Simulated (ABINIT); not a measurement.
# How far to go with shifted k-point meshes: Nb (Im-3m, 1 atom in the cell)

```xyz
1
Lattice="-1.6583 1.6583 1.6583 1.6583 -1.6583 1.6583 1.6583 1.6583 -1.6583" Properties=species:S:1:pos:R:3 pbc="T T T"
Nb     0.0000     0.0000     0.0000
```

Level of theory: PBE, norm-conserving pseudopotentials (PseudoDojo nc-sr-05 PBE standard) (plane waves; ABINIT).

Base settings: pseudos = [Nb.upf]; ecut = 41 Ha; occopt = 3; tsmear = 0.00367493 Ha; ngkpt = 8 8 8; nshiftk = 1; shiftk = 0 0 0; potentials = PseudoDojo nc-sr-05 PBE standard; nband = 12; kptopt = 1.

In this ladder: shiftk = 0.5 0.5 0.5.

Only quantities that move along the ladder and can be compared are tabulated.

The count of work is k-points × plane waves × bands × iterations; it is no time. 

The starting cell has typed, rounded lattice constants, without a prior relaxation at this level. Its lattice was rescaled by up to half a per cent. Spin polarisation is off.

Steps (ngkpt): 2 2 2; 3 3 3; 4 4 4; 5 5 5; 6 6 6; 7 7 7; 8 8 8; 9 9 9; 10 10 10; 12 12 12; 15 15 15; 18 18 18; 22 22 22; 27 27 27; 37 37 37.

Question: What is the coarsest ngkpt that holds the free energy within 1 meV/atom of the last step, with all finer ones?

Answer: 15 15 15, at 0.090 of the last step's count of work; the step before is off by 6.8 meV/atom.

Question: What is the coarsest ngkpt that holds the pressure within 1 GPa of the last step, with all finer ones?

Answer: 6 6 6, at 0.011 of the last step's count of work; the step before is off by 2.1 GPa.

| ngkpt | free energy less the last step's (meV/atom) | pressure (GPa) | count of work / last |
|---|---|---|---|
| 2 2 2 | 2201.58 | 31.31 | 0.0015 |
| 3 3 3 | 429.41 | 13.17 | 0.0030 |
| 4 4 4 | -108.99 | -3.38 | 0.0045 |
| 5 5 5 | -37.81 | -2.77 | 0.0075 |
| 6 6 6 | -34.91 | 0.09 | 0.011 |
| 7 7 7 | 14.81 | -0.24 | 0.015 |
| 8 8 8 | 25.36 | -0.70 | 0.020 |
| 9 9 9 | -0.08 | -0.49 | 0.026 |
| 10 10 10 | -14.01 | -0.98 | 0.033 |
| 12 12 12 | 6.78 | -0.35 | 0.051 |
| 15 15 15 | -0.52 | -0.81 | 0.090 |
| 18 18 18 | 0.54 | -0.73 | 0.14 |
| 22 22 22 | 0.31 | -0.68 | 0.24 |
| 27 27 27 | 0.01 | -0.65 | 0.42 |
| 37 37 37 | 0.00 | -0.67 | 1.0 |
